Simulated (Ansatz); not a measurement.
GaSb (F-43m) under biaxial stress in (111) (compression positive): hole conductivity mass by r2SCAN with spin-orbit coupling, rigid bands (plane waves, PAW; Ansatz, an electronic-structure program). The unloaded cell, whose axes the loads refer to:

GaSb has the cubic space group F-43m (No. 216), the zinc blende structure, Pearson symbol cF8. Conventional cell: a = 6.1117 Å, b = 6.1117 Å, c = 6.1117 Å, α = 90.00°, β = 90.00°, γ = 90.00°. Ga on 4a is coordinated by 4 Sb at 2.646 Å (tetrahedral). Sb on 4d is surrounded by 4 Ga at 2.646 Å (tetrahedral). (Neighbours: up to the widest gap in distance over summed covalent radii, below 1.35, at either atom; cation-cation and far metal-metal contacts left out.)
(The calculation used a cell of 2 atoms; values per cell refer to that cell.)

```tsv
biaxial stress in (111) (compression positive) (GPa)	volume per atom (Å³)	hole conductivity mass (mₑ)
0	28.54	0.287
0.9	28.21	?
1.8	27.90	0.167
2.7	27.62	0.143
```

**Question.** Fit a straight line to ln(hole conductivity mass) against the load over the rows given, and predict the row at 0.9 GPa.

**Answer.** The means are x̄ = 1.500 GPa and ȳ = -1.6610; Σ(x − x̄)(y − ȳ) = -0.9984 and Σ(x − x̄)² = 3.780, so the slope is -26.4 % per GPa, and the rows given lie within 5.0 % of the line. At 0.9 GPa the line gives 0.223 mₑ; the calculation gives 0.227 mₑ, 2.0 % from it.

Masses are for dilute carriers at 300 K, harmonic means over directions unless an axis is named. Stresses and pressures are the targets of the relaxation. The structure type is held at every load. Geometry: cell and atoms relaxed with PBEsol.
